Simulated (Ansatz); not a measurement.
The starting structures come from a database of crystals and need not be the phases stable at ambient conditions.

 Where the default PAW files enter, the runs use the earlier of Ansatz's two default sets.

By PBEsol, the system below comes out a metal.

Input:

```
Ta
1.0
    2.94992     0.00000     0.00000
   -1.47496     2.55470     0.00000
    1.47496     0.85157     2.40860
Ta
1
Cartesian
  0.00000   0.00000   0.00000
```

Space group of this cell: Fm-3m, fcc (Cu type). The cell is taken as given; by PBEsol its mean pressure is 0.7 GPa.

All values below come from PBEsol (plane waves, PAW; Ansatz, an electronic-structure program).

The current runs along the normal of the first two printed vectors; no spin-orbit coupling. Scaled by the factor s: both lengths across the current (ions clamped). Meshes 28×28×28 and 36×36 across the current in all rows.

```json
[
 {"s": "0.98", "mean pressure (GPa)": "9.5", "ballistic conductance per area (both spins) (× 10¹⁵ S/m²)": "1.62"},
 {"s": "1.00", "mean pressure (GPa)": "0.7", "ballistic conductance per area (both spins) (× 10¹⁵ S/m²)": "1.51"},
 {"s": "1.02", "mean pressure (GPa)": "-6.9", "ballistic conductance per area (both spins) (× 10¹⁵ S/m²)": "?"}
]
```

Task: Take the slope of the ballistic conductance per area (both spins) against ln s from the two given rows, extrapolate to s = 1.02, and say what the run there gives.

Result: Slope = (1.62 − 1.51) / ln 0.98 = -5.44 × 10¹⁵ S/m². The line gives 1.51 + (-5.44) × ln 1.02 = 1.40 × 10¹⁵ S/m². The run gives 1.40 × 10¹⁵ S/m², as the line does.
